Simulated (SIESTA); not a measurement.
Band structure of CuTe (Pmmn, 4 atoms in the cell).

```
CuTe
1.0
    3.19743     0.00000     0.00000
    0.00000     3.94576     0.00000
    0.00000     0.00000     7.21942
Cu Te
2 2
Direct
  0.00000   0.50000   0.46459
  0.50000   0.00000   0.53541
  0.00000   0.00000   0.23823
  0.50000   0.50000   0.76177
```

Computed with SIESTA 5.4.2 with LDA PW92, numerical atomic orbitals DZP, PseudoDojo LDA standard norm-conserving potentials (rewritten from UPF to PSML).

Settings: XC.functional = LDA; XC.authors = PW92; potentials = PseudoDojo LDA standard; PAO.BasisSize = DZP; PAO.EnergyShift = 0.005 Ry; MeshCutoff = 350 Ry; kgrid.MonkhorstPack = 7 6 3; OccupationFunction = MP; OccupationMPOrder = 0; ElectronicTemperature = 0.136 eV; MaxSCFIterations = 150; SCF.Mixer.Method = Pulay; SCF.Mixer.Weight = 0.25; SCF.Mixer.History = 6.

The starting cell comes from a database of computed structures (which also holds hypothetical and non-ambient phases and stackings), without a prior relaxation at this level. Its lattice was rescaled by a random factor within 2.5 % of one. Spin-orbit coupling is off. Spin polarisation is off. Values carry the incompleteness of an atom-centred basis. The run gives no clean gap (levels at the Fermi energy touch, overlap or are partly filled at this smearing), which alone does not show that the compound is a metal.

Levels in eV from the Fermi level, bands 31 to 36:
| point | 31 | 32 | 33 | 34 | 35 | 36 |
|---|---|---|---|---|---|---|
| Γ | -2.11 | -1.99 | -1.00 | 0.41 | 1.42 | 2.31 |
| X | -2.59 | -2.59 | -1.38 | -1.38 | 0.67 | 0.67 |
| S | -2.37 | -2.37 | -1.81 | -1.81 | -1.74 | -1.74 |
| Y | -2.68 | -2.68 | -2.26 | -2.26 | 2.65 | 2.65 |
| Z | -2.20 | -1.99 | -1.98 | 0.00 | 1.59 | 2.57 |
| U | -2.53 | -2.53 | -0.76 | -0.76 | 0.68 | 0.68 |
| R | -2.45 | -2.45 | -2.00 | -2.00 | -1.56 | -1.56 |
| T | -2.68 | -2.68 | -1.76 | -1.76 | 2.08 | 2.08 |

Bands cross the Fermi level along this path, so the cell is metallic at this level.

Higher empty bands are left out: an atom-centred basis made for the valence describes them poorly.
